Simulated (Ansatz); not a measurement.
The parent structure is an 8-atom supercell of W in the bcc (W type) structure (space group Im-3m, No. 229; a = 3.154 Å) at its relaxed geometry.

Calculations: PBEsol (Ansatz, a program for electronic structure, PAW, no spin-orbit coupling), earlier PAW set.

One neutral defect a cell, atoms relaxed at fixed cell.

One change was made to it. Results:

```csv
quantity,base,after
pressure,-0.3 GPa,25.8 GPa
largest displacement of a host atom from its site in the perfect cell,–,0.35 Å
```

Name the change that was made.
A) Li interstitial (started 1.58 Å from the nearest host atom)
B) Ir on a W site
C) I on a W site
D) W interstitial (started 1.66 Å from the nearest host atom)

A, Li interstitial (started 1.58 Å from the nearest host atom). For comparison, the pressure in the other runs: W interstitial (started 1.66 Å from the nearest host atom) gives 81.1 GPa; Ir on a W site gives -2.6 GPa; I on a W site gives 11.2 GPa.

The cell is small, so the values are those of an ordered compound at a high defect concentration; dilute-limit values will differ. The final runs are not spin-polarised.
